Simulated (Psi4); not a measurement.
Psi4 1.11, WB97X/def2-svpd: Ru(O)4 ([O]=[Ru](=[O])(=[O])=[O]), 5 atoms. The geometry is a generated start, not checked to be a minimum at this level.

```
Quantity                                             Result
--------------------------  -------------------------------
task                                                 energy
method                                                wb97x
basis                                             def2-svpd
memory                                                 3 GB
maxiter                                                 100
keys of the molecule block                      symmetry c1
scf_type                                       df (default)
e_convergence                               1e-06 (default)
d_convergence                               1e-06 (default)
dft_radial_points                              75 (default)
dft_spherical_points                          302 (default)
effective core potentials   those of the basis set, past Kr
basis functions                                         126
grid points                                          109457
```

```xyz
5

Ru     0.0004     0.0000    -0.0001
O      1.1278     0.6463    -0.9400
O      0.6994    -0.8173     1.1897
O     -0.9130    -0.9925    -0.8675
O     -0.9146     1.1635     0.6179
```

Charge 0 and multiplicity 1 are set for this test and not shown to be the ground state.

With the defaults (diis = true, scf_initial_accelerator = adiis, damping_percentage = 0, diis_max_vecs = 10, guess = auto, which took SAD, soscf = false, soscf_start_convergence = 0.01) it converges in 11 SCF iterations. One run each on 2 threads, with these changes:
- diis_max_vecs = 3
- guess = core
- guess = modhuckel
- diis = false, scf_initial_accelerator = none, damping_percentage = 60
- guess = sap
- diis_max_vecs = 20
- damping_percentage = 20
- soscf = true, soscf_start_convergence = 0.001
- diis_max_vecs = 6

### Question
Which runs fail or end elsewhere than the default run?

### Answer
No convergence: diis = false, scf_initial_accelerator = none, damping_percentage = 60 (the run ends without SCF convergence in 100 iterations). The rest reach the solution of the defaults.

| setting | SCF iterations | JK calls | end |
|---|---|---|---|
| soscf = true, soscf_start_convergence = 0.001 | 7 | 18 | same solution |
| the defaults | 11 | 12 | same solution |
| diis_max_vecs = 20 | 11 | 12 | same solution |
| guess = modhuckel | 11 | 35 | same solution |
| diis_max_vecs = 6 | 11 | 12 | same solution |
| guess = sap | 12 | 12 | same solution |
| diis_max_vecs = 3 | 12 | 13 | same solution |
| guess = core | 14 | 14 | same solution |
| damping_percentage = 20 | 20 | 21 | same solution |
| diis = false, scf_initial_accelerator = none, damping_percentage = 60 | 100 | 101 | no convergence |

An SOSCF iteration holds several JK calls; a Hückel guess adds calls on atoms. 1 further run of the study ended by our limits or in an error and is left out.
